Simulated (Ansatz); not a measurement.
Levels about the gap of amorphous Si₂₂Ba₃O₄₇ (72 atoms in a cell of 1112 Å³, 2.66 g/cm³; zone centre alone, so wide bands show as single levels with stretches between that a denser mesh fills), at the geometry that PBE relaxed, where it gives 0.0 GPa on a denser mesh. The participation number counts the atoms over which a state spreads; weights are charges in smoothed Voronoi cells. The levels come from a single point, so bond lengths are those of that geometry. Method of the levels: PBE, scalar-relativistic without spin-orbit coupling (Ansatz, an electronic-structure program). Sampling: the zone centre alone; Fermi-Dirac width 0.02 eV; no spin polarisation. At PBE the levels at the filled edge of the gap are localised (band-tail or defect states), and the nearest spread-out levels lie 5.6 eV apart at the zone centre.

The cell was made by melting and quenching with the CHGNet potential and then relaxed with DFT. O atoms were pushed apart under 1.9 Å during the dynamics, to hinder bonds among them. The hot cell started wider than the set density and was brought back towards it in steps. It is the lowest in DFT energy of 2 quenches. It is a model cell: composition and starting density were chosen by hand, and all elements were melted together. No dispersion term was used. Its density started from a set value of 2.75 and ended at 2.66 g/cm³. The simulated quench (nominally 310 K/ps over its main leg) is rapid and tends to freeze in more defects than a deposited or slowly cooled glass has. One small periodic cell is one sample of the glass; other quenches scatter about these values. Volume and shape were free in the relaxation.

```json
[
 {"E - E(highest filled), eV": "-0.58", "filling": "filled", "participation number": "4.5", "largest on": "O, 3 neighbours", "weight O": "0.94", "weight Ba": "0.02", "weight Si": "0.04"},
 {"E - E(highest filled), eV": "-0.48", "filling": "filled", "participation number": "8.1", "largest on": "O, 2 neighbours", "weight O": "0.94", "weight Ba": "0.01", "weight Si": "0.05"},
 {"E - E(highest filled), eV": "-0.46", "filling": "filled", "participation number": "7.2", "largest on": "O, 3 neighbours", "weight O": "0.94", "weight Ba": "0.01", "weight Si": "0.05"},
 {"E - E(highest filled), eV": "-0.19", "filling": "filled", "participation number": "2.3", "largest on": "O, 2 neighbours", "weight O": "0.90", "weight Ba": "0.05", "weight Si": "0.05"},
 {"E - E(highest filled), eV": "-0.06", "filling": "filled", "participation number": "3.4", "largest on": "O, 2 neighbours", "weight O": "0.94", "weight Ba": "0.02", "weight Si": "0.04"},
 {"E - E(highest filled), eV": "-0.04", "filling": "filled", "participation number": "3.3", "largest on": "O, 2 neighbours", "weight O": "0.94", "weight Ba": "0.02", "weight Si": "0.04"},
 {"E - E(highest filled), eV": "0.00", "filling": "filled", "participation number": "1.9", "largest on": "O, 2 neighbours", "weight O": "0.92", "weight Ba": "0.03", "weight Si": "0.04"},
 {"E - E(highest filled), eV": "4.46", "filling": "empty", "participation number": "64.1", "largest on": "Ba, 5 neighbours", "weight O": "0.71", "weight Ba": "0.07", "weight Si": "0.22"},
 {"E - E(highest filled), eV": "5.85", "filling": "empty", "participation number": "11.8", "largest on": "Ba, 7 neighbours", "weight O": "0.50", "weight Ba": "0.44", "weight Si": "0.06"},
 {"E - E(highest filled), eV": "5.91", "filling": "empty", "participation number": "21.0", "largest on": "Ba, 7 neighbours", "weight O": "0.55", "weight Ba": "0.30", "weight Si": "0.15"},
 {"E - E(highest filled), eV": "6.03", "filling": "empty", "participation number": "27.5", "largest on": "Ba, 7 neighbours", "weight O": "0.57", "weight Ba": "0.20", "weight Si": "0.23"},
 {"E - E(highest filled), eV": "6.11", "filling": "empty", "participation number": "15.9", "largest on": "Ba, 5 neighbours", "weight O": "0.53", "weight Ba": "0.33", "weight Si": "0.14"},
 {"E - E(highest filled), eV": "6.18", "filling": "empty", "participation number": "15.4", "largest on": "Ba, 5 neighbours", "weight O": "0.53", "weight Ba": "0.32", "weight Si": "0.15"},
 {"E - E(highest filled), eV": "6.34", "filling": "empty", "participation number": "22.8", "largest on": "Ba, 7 neighbours", "weight O": "0.56", "weight Ba": "0.26", "weight Si": "0.17"}
]
```

Most localised among these is the filled level at +0.00 eV, on a O atom, which has 2 neighbours (Si 1.58 Å, Ba 2.39 Å).
